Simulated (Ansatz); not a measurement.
Amorphous Si₂₄O₄₇F₂, 73 atoms at 2.19 g/cm³, one PBE-relaxed geometry, zone centre. Methods: PBE, scalar-relativistic without spin-orbit coupling (Ansatz, a program for electronic structure); r2SCAN, scalar-relativistic without spin-orbit coupling (Ansatz). Plane waves to 420 eV (r2SCAN 500 eV). At PBE the levels at the filled edge of the gap are localised (band-tail or defect states). All rungs ran without spin polarisation.

It comes from a melt-quench run on a machine-learned potential (CHGNet), relaxed afterwards by DFT. O and F atoms were pushed apart under 1.9 Å during the dynamics, to hinder bonds among them. The hot cell started wider than the set density and was brought back towards it in steps. It is the lowest in DFT energy of 2 quenches. It is a model cell: composition and starting density were chosen by hand, and all elements were melted together. No dispersion term was used. Its density started from a set value of 2.19 and ended at 2.19 g/cm³. Cooling (nominally 88 K/ps over its main leg) ran many orders faster than in experiment, which tends to leave more defects and strain. A cell of this size samples the disorder only roughly. Volume and shape were free in the relaxation.

The relaxation ran on the zone centre alone. At PBE the level gap is 5.41 eV on a 2×2×2 Γ-centred mesh, and the spacing at the zone centre alone 5.41 eV.

Question: What zone-centre spacing does r2SCAN give, roughly?

Answer: 6.11 eV (+0.69 eV against PBE).

The highest filled and the lowest empty state spread over these numbers of atoms (participation numbers): PBE: 4.3 and 68.6; r2SCAN: 4.1 and 68.0.
